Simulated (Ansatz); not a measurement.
The reference is MoTe2 (space group P6_3/mmc, No. 194; layered, stacked along the Cartesian z axis).

```xyz
6
Lattice="3.4966 0.0000 0.0000 -1.7483 3.0282 0.0000 0.0000 0.0000 13.6959" Properties=species:S:1:pos:R:3 pbc="T T T"
Te     1.7483     1.0094     5.2411
Te     0.0000     2.0188    12.0891
Te     0.0000     2.0188     8.4548
Te     1.7483     1.0094     1.6068
Mo     1.7483     1.0094    10.2720
Mo     0.0000     2.0188     3.4240
```

Cartesian axes are those of the cell as printed.

Level of theory: Ansatz (a first-principles code) PBE-D3(BJ), without spin-orbit coupling.

It is then changed as follows: the cell is stretched by 2.40 % along z with no lateral relaxation; the atoms relax in the strained cell.

### Question
Predict the stress tensor and what it implies for the stiffness.

### Answer
Stress of the strained cell less that of the base (GPa, compression positive):
```
  -0.28    0.00    0.00
   0.00   -0.28    0.00
   0.00    0.00   -1.28
```

Then −Δσ_ii/ε with ε = 0.0240 gives secant stiffness values (nonlinear terms included at this strain): C33 ≈ 53 GPa, C13 ≈ 12 GPa and C23 ≈ 12 GPa.

Whether these cells are dynamically stable was not tested. The D3 term's C6 switches between coordination references near this geometry, which can add small steps to energies.
